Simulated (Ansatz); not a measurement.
**A computed series for CuAu: response to strain**

Start from CuAu (space group P4/mmm, No. 123; relaxed with 0.1 eV smearing).

```yaml
crystal:
  lattice:
    - [2.81285, 0.00000, 0.00000]
    - [0.00000, 2.81285, 0.00000]
    - [0.00000, 0.00000, 3.59296]
  atoms:
    - { symbol: Cu, position: [0.00000, 0.00000, 0.00000] }
    - { symbol: Au, position: [0.50000, 0.50000, 0.50000] }
```

Cartesian axes are those of the cell as printed.

Strains are applied to the cell and any free atomic positions relax; under biaxial strain the out-of-plane vector relaxes too.

Computed with Ansatz (an electronic-structure program), PBEsol, PAW, cutoff 420 eV, no spin-orbit coupling.

```json
[
 {"biaxial strain, plane normal [001], relaxed out of plane (%)": "0", "out-of-plane strain (%)": "0.00"},
 {"biaxial strain, plane normal [001], relaxed out of plane (%)": "0.5", "out-of-plane strain (%)": "-0.89"},
 {"biaxial strain, plane normal [001], relaxed out of plane (%)": "1", "out-of-plane strain (%)": "-1.80"},
 {"biaxial strain, plane normal [001], relaxed out of plane (%)": "1.5", "out-of-plane strain (%)": "-2.71"},
 {"biaxial strain, plane normal [001], relaxed out of plane (%)": "2", "out-of-plane strain (%)": "?"},
 {"biaxial strain, plane normal [001], relaxed out of plane (%)": "2.5", "out-of-plane strain (%)": "-4.61"},
 {"biaxial strain, plane normal [001], relaxed out of plane (%)": "3", "out-of-plane strain (%)": "-5.54"}
]
```

Task: Fit ε⊥ = −νε + γε² (strains in %) to the rows shown and predict the withheld row.

Result: Least squares on the printed values gives ν = 1.77 (the biaxial Poisson response) and γ = -0.025 (largest residual 0.02 %); this predicts -3.65 %, and the run gives -3.66 %, in agreement.

Whether these cells are dynamically stable was not tested. All final runs are without spin polarisation.
